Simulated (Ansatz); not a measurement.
# Pressure series in BeSe

The parent structure is BeSe in the zinc blende structure (space group F-43m, No. 216).

BeSe is modelled in the cubic space group F-43m (No. 216), the zinc blende structure, Pearson symbol cF8. Conventional cell: a = b = c = 5.0816 Å, α = β = γ = 90.00°. Be on 4a is surrounded by 4 Se at 2.200 Å (tetrahedral). Se on 4d is surrounded by 4 Be at 2.200 Å (tetrahedral). (Neighbours: up to the widest gap in distance over summed covalent radii, below 1.35, at either atom; cation-cation and far metal-metal contacts left out.)
(The calculation used a cell of 2 atoms; values per cell refer to that cell.)

Cell and atoms are relaxed at each pressure.

Computed with LDA, PAW, 420 eV (Ansatz, a program for electronic structure; no spin-orbit coupling).

```csv
change,volume per atom,electron mass,band gap
base,16.40 Å³,"0.83 mₑ along k, 0.26 mₑ across (at X)",2.40 eV
pressure −2 GPa,16.82 Å³,"0.84 mₑ along k, 0.26 mₑ across (at X)",2.46 eV
pressure −1 GPa,16.60 Å³,"0.84 mₑ along k, 0.26 mₑ across (at X)",2.43 eV
pressure 0.9 GPa,16.23 Å³,"0.83 mₑ along k, 0.26 mₑ across (at X)",2.38 eV
pressure 2.1 GPa,16.01 Å³,"0.82 mₑ along k, 0.25 mₑ across (at X)",2.35 eV
pressure 4.5 GPa,15.62 Å³,"0.81 mₑ along k, 0.25 mₑ across (at X)",2.29 eV
pressure 9 GPa,14.99 Å³,"0.80 mₑ along k, 0.24 mₑ across (at X)",2.19 eV
pressure 15 GPa,14.30 Å³,"0.78 mₑ along k, 0.24 mₑ across (at X)",2.06 eV
pressure 22.5 GPa,13.61 Å³,"0.77 mₑ along k, 0.23 mₑ across (at X)",1.92 eV
pressure 30 GPa,13.04 Å³,"0.76 mₑ along k, 0.23 mₑ across (at X)",1.79 eV
```

Load acts through the strain it causes; cell and atoms are relaxed under it. Effective masses come from finite differences of ±0.01 Å⁻¹. Along k means along the line from Γ to the band edge. Stability against distortions was not tested. Competing high-pressure phases were not computed.
